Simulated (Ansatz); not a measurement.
Defect: interstitial H in zinc-blende BP, charge state +1. Computed with PBE, PAW (plane waves to 420 eV; Ansatz, a first-principles code).

Cell of 64 host sites held at the relaxed PBE lattice; a 2×2×2 k-point mesh shifted by half a step; Fermi-Dirac width 0.01 eV, spin-restricted; finite-size errors left in. No zero-point or tunnelling terms. The charge state is imposed; whether it is stable for some Fermi level was not computed. Sites that were not tried may lie lower.

Barriers: single points on a 3×3×3 k-point mesh shifted by half a step at the bands' geometries.

Relaxed starting cell (atoms counted from 1):

```
CELL_PARAMETERS angstrom
      9.09681     0.00000     0.00000
      0.00000     9.09681     0.00000
      0.00000     0.00000     9.09681
ATOMIC_POSITIONS crystal
  B  0.02013 0.01990 0.02196
  B  0.00053 0.00034 0.50172
  B  0.00033 0.49994 0.00191
  B  0.00094 0.50025 0.50189
  B  0.50014 0.00013 0.00190
  B  0.50037 0.00075 0.50181
  B  0.49846 0.49825 0.00261
  B  0.50025 0.50006 0.50174
  P  0.12643 0.12623 0.37868
  P  0.12814 0.12797 0.87508
  P  0.12512 0.62540 0.37648
  P  0.12533 0.62493 0.87806
  P  0.62558 0.12494 0.37647
  P  0.62516 0.12507 0.87804
  P  0.62505 0.62485 0.37620
  P  0.62034 0.62015 0.87482
  B  0.00226 0.25414 0.25586
  B  0.99950 0.25047 0.75189
  B  0.00001 0.75115 0.25147
  B  0.00206 0.74693 0.74866
  B  0.50096 0.25057 0.25220
  B  0.50045 0.24986 0.75233
  B  0.50079 0.75033 0.25170
  B  0.49865 0.74920 0.75111
  P  0.12597 0.37634 0.12753
  P  0.12537 0.37539 0.62730
  P  0.13191 0.87572 0.13292
  P  0.12552 0.87565 0.62605
  P  0.62547 0.37519 0.12712
  P  0.62477 0.37406 0.62621
  P  0.62513 0.87526 0.12572
  P  0.62303 0.87345 0.62456
  B  0.25423 0.00201 0.25575
  B  0.25068 0.99934 0.75190
  B  0.25078 0.50079 0.25222
  B  0.25007 0.50022 0.75232
  B  0.75137 0.99985 0.25147
  B  0.74702 0.00173 0.74852
  B  0.75051 0.50058 0.25169
  B  0.74939 0.49847 0.75114
  P  0.37650 0.12575 0.12751
  P  0.37560 0.12519 0.62730
  P  0.37542 0.62528 0.12713
  P  0.37425 0.62457 0.62621
  P  0.87601 0.13186 0.13306
  P  0.87581 0.12530 0.62605
  P  0.87544 0.62491 0.12574
  P  0.87364 0.62295 0.62466
  B  0.25141 0.25121 0.00296
  B  0.25106 0.25086 0.50298
  B  0.25088 0.75094 0.00192
  B  0.25013 0.75008 0.50152
  B  0.75118 0.25066 0.00192
  B  0.75026 0.24993 0.50152
  B  0.74350 0.74329 0.00020
  B  0.75001 0.74983 0.50058
  P  0.37554 0.37534 0.37703
  P  0.37499 0.37478 0.87712
  P  0.37691 0.87504 0.37822
  P  0.37550 0.87509 0.87679
  P  0.87522 0.37678 0.37829
  P  0.87529 0.37531 0.87680
  P  0.87557 0.87538 0.37678
  P  0.85480 0.85461 0.85559
  H  0.92143 0.92368 0.98799
```
Cell charge +1.

End state 1 differs by these moves (Å; atoms that move under 0.08 Å are left out):

```
atom  element     Δx     Δy     Δz
----  -------  -----  -----  -----
1           B  -0.11  -0.11  -0.20
27          P  -0.05   0.00  -0.07
31          P  -0.05   0.00   0.07
45          P   0.00  -0.06  -0.07
47          P   0.00  -0.06   0.07
55          B  -0.11  -0.11   0.20
64          P   0.38   0.38   0.00
65          H  -0.84  -0.88   0.00
```

**Question.** Give the forward and backward barriers to end state 1 at the level PBE, PAW.

**Answer.** forward 0.42 eV, backward 0.42 eV; at the saddle point atom 65 has neighbours 2 B at 1.65; P at 1.50 Å. The saddle point's order was not checked, and it lies on a symmetry element of the cell, where a band can be held.
